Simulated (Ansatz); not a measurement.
Base system: CsGeI₃ (space group R3m, No. 160; a = 8.446 Å, c = 10.847 Å (hexagonal axes)).

Now apply this change: full substitution Ge → Si; the structure is relaxed again.

Computed with Kohn–Sham DFT with the r2SCAN functional, run in Ansatz (a quantum-chemistry and plane-wave program) with PAW and 500 eV plane waves, without spin-orbit coupling, earlier PAW set.

Base, band edges from the VBM (valence, conduction): Γ -1.65, 3.42; F -0.58, 1.60; S₂ -0.59, 1.60; S₀ -0.59, 1.60; L -1.22, 1.99; H₀ -0.03, 1.17; H₂ -0.03, 1.17; T 0.00, 1.16 eV.

Q: Give the band edges at the high-symmetry points of the new zone, measured from its valence-band maximum.

A: 
```
point  valence edge (eV)  conduction edge (eV)
-----  -----------------  --------------------
Γ                  -2.30                  2.72
T                   0.00                  0.73
H₂                 -0.07                  0.76
H₀                 -0.07                  0.76
L                  -1.59                  1.50
S₀                 -0.78                  1.15
S₂                 -0.78                  1.15
F                  -0.77                  1.14
```

The gap is 0.73 eV, direct at T.

Spin-orbit coupling, missing from the scalar runs, can matter with I. Whether these cells are dynamically stable was not tested. For CsSiI3 in this form, whether it has been made was not checked. The base started in Cm and relaxed to R3m at this level.
